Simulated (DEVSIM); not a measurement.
System: abrupt In0.53Ga0.47As n-p junction, at 300 K.

| layer (left to right) | material | thickness (μm) | Nd (cm⁻³) | Na (cm⁻³) | τn (s) | τp (s) |
|---|---|---|---|---|---|---|
| 1 | In0.53Ga0.47As | 97.0 | 1.3e15 | - | 9.1e-10 | 9.1e-10 |
| 2 | In0.53Ga0.47As | 210 | - | 8.5e16 | 9.1e-10 | 9.1e-10 |

Left contact: ohmic. Right contact: ohmic. Voltage is applied to the left contact. Recombination: SRH at mid-gap, radiative, Auger. Mobility is constant in doping.

Constants are typed, rounded textbook-type inputs, not results; the design itself was drawn at random and stands for no fabricated device. Values at 300 K.

```
parameter      In0.53Ga0.47As
-------------  --------------
gap (eV)                 0.74
affinity (eV)            4.51
permittivity             13.9
Nc (cm⁻³)              2.1e17
Nv (cm⁻³)              7.7e18
μn (cm²/Vs)             12000
μp (cm²/Vs)               300
B (cm³/s)             9.6e-11
Cn (cm⁶/s)              5e-29
Cp (cm⁶/s)              5e-29
```

Model (solved in DEVSIM): 1D drift-diffusion, Boltzmann statistics, complete ionisation; no tunnelling, impact ionisation, image-force lowering or self-heating.

Q: Tabulate band edges, carrier densities and field at 5.0 V on the left contact.

A: Energies count from the Fermi level of the right contact; mesh points crowd at the junctions.

```csv
x (μm),Ec (eV),Ev (eV),n (cm⁻³),p (cm⁻³),field (V/cm)
0.000,-4.869,-5.609,1.3e15,4.6e8,≈ 0
0.07213,-4.869,-5.609,1.3e15,4.6e8,≈ 0
0.3609,-4.869,-5.609,1.3e15,4.6e8,≈ 0
1.581,-4.869,-5.609,1.3e15,4.6e8,≈ 0
10.04,-4.869,-5.609,1.3e15,4.6e8,≈ 0
40.29,-4.869,-5.609,1.3e15,4.6e8,≈ 0
82.16,-4.869,-5.609,1.3e15,4.6e8,≈ 0
94.75,-4.784,-5.524,4.9e13,1.9e8,4500
96.46,-1.551,-2.291,5.5e7,6.6e9,33000
96.88,0.026,-0.714,7300000,6.9e9,41000
96.99,0.474,-0.266,27000,2.6e14,42000
97.08,0.622,-0.118,59000,8.2e16,710
97.39,0.623,-0.117,460000,8.5e16,≈ 0
98.65,0.623,-0.117,1800000,8.5e16,≈ 0
107.9,0.623,-0.117,6100000,8.5e16,≈ 0
140.8,0.623,-0.117,7000000,8.5e16,≈ 0
242.7,0.623,-0.117,7000000,8.5e16,≈ 0
291.6,0.624,-0.117,7000000,8.5e16,≈ 0
304.6,0.624,-0.117,7000000,8.5e16,≈ 0
306.4,0.624,-0.117,7000000,8.5e16,≈ 0
306.9,0.624,-0.117,7000000,8.5e16,≈ 0
307.0,0.624,-0.117,7000000,8.5e16,≈ 0
```
